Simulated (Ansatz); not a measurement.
Ge, response to strain

Start from Ge in the diamond structure (space group Fd-3m, No. 227; a = 5.674 Å). Axes: x, y, z lie along the cube axes.

Strains are applied to the cell and any free atomic positions relax.

Level of theory: Kohn–Sham DFT with the r2SCAN functional, run in Ansatz (an electronic-structure program) with PAW and 500 eV plane waves, spin-orbit coupling left out.

Notes on the quantities. energy relative to the base: free energy F.

| uniaxial strain ε_zz (%) | energy relative to the base (meV/atom) |
|---|---|
| -3 | 8.4 |
| -2.5 | 5.8 |
| -2 | 3.7 |
| -1.5 | ? |
| -1 | 0.9 |
| -0.5 | 0.2 |
| 0 | 0.0 |

Q: Fit ΔE = Aε² + Bε³ (ε in %) to the rows shown and predict the withheld row.

A: Least squares on the printed values gives A = 0.900 and B = -0.011 meV/atom (largest residual 0.0 meV/atom); this predicts 2.1 meV/atom, and the run gives 2.1 meV/atom, in agreement.

Whether these cells are dynamically stable was not tested.
